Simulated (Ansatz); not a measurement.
```
Si
1.0
    0.00000     2.64494     2.64494
    2.64494     0.00000     2.64494
    2.64494     2.64494     0.00000
Si
2
Direct
  0.50000   0.50000   0.50000
  0.75000   0.75000   0.75000
```

No spin polarisation.

Calculations: r2SCAN in Ansatz (plane waves to 500 eV, PAW, scalar-relativistic without spin-orbit coupling), earlier PAW set. k-mesh 10×10×10 (Γ-centred); smearing 0.05 eV (Fermi–Dirac).

Problem. Predict the smallest direct gap and band gap.

Solution. Smallest direct gap: 2.77 eV
Band gap: 0.61 eV

Load acts through the strain it causes; cell and atoms are relaxed under it. No phonon test of stability was made. Tetrahedral semiconductors of this kind turn to denser phases somewhere between about 1 and 50 GPa; those were not computed, so compressed cells here can lie past the real transition. The cell was made from Si in the diamond structure (space group Fd-3m, No. 227) by this change: pressure 10 GPa.

Ansatz is a program for electronic structure.
